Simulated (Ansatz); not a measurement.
Take AlN in the zinc blende structure (space group F-43m, No. 216) as the base.

```yaml
crystal:
  lattice:
    - [0.00000, 2.18885, 2.18885]
    - [2.18885, 0.00000, 2.18885]
    - [2.18885, 2.18885, 0.00000]
  atoms:
    - { symbol: N, position: [0.75000, 0.75000, 0.75000] }
    - { symbol: Al, position: [0.00000, 0.00000, 0.00000] }
```

Cartesian axes are those of the cell as printed.

Method: PBEsol (Ansatz, a first-principles code, PAW, scalar-relativistic without spin-orbit coupling).

Modification: the cell is scaled by 0.9883 in all directions; the atoms relax in the strained cell.

Task: Predict the stress tensor and what it implies for the stiffness.

Result: Stress of the strained cell less that of the base (GPa, compression positive):
```
   7.57    0.00    0.00
   0.00    7.57    0.00
   0.00    0.00    7.57
```

Then B = −ΔP/(ΔV/V₀) with ΔV/V₀ = -0.0347 gives secant stiffness values (nonlinear terms included at this strain): B ≈ 218 GPa.

As a check, the harmonic strain energy −½ V₀ Δσ:ε is 8.7 meV/atom; the computed energy rise is 8.4 meV/atom.

Stability against distortions was not tested. This is not the structure that AlN has at room temperature and ambient pressure.
